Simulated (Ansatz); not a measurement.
What pressure −1 GPa does to TaAs

The parent structure is TaAs (space group I4_1md, No. 109; a = 3.4631 Å, c = 11.7330 Å).

Now apply this change: a negative pressure, −1 GPa.

Method: DFT with PBE, PAW potentials and a 420 eV plane-wave cutoff in Ansatz (a first-principles code), no SOC. Settings: 19×19×19 k-points, 0.05 eV Fermi–Dirac smearing.

```tsv
quantity	base	changed	shift
volume per atom	17.59 Å³	17.69 Å³	+0.10 Å³
density	12.08 g/cm³	12.01 g/cm³	-0.07 g/cm³
lattice parameter a	346.3 pm	346.9 pm	+0.6 pm
c/a ratio	3.388	3.391	+0.003
shortest interatomic distance	262.2 pm	262.7 pm	+0.5 pm
enthalpy H = E + PV relative to the base's energy	–	-0.11 eV/atom	–
band gap	zero	zero	–
```

Cost of the whole job for the changed cell (relaxation, final SCF and bands): very roughly 10 core-minutes.

Spin-orbit coupling, missing from the scalar runs, can matter with Ta. Load acts through the strain it causes; cell and atoms are relaxed under it. Stability against distortions was not tested. All final runs are without spin polarisation. The zero or small gap of TaAs can change with the level of theory.
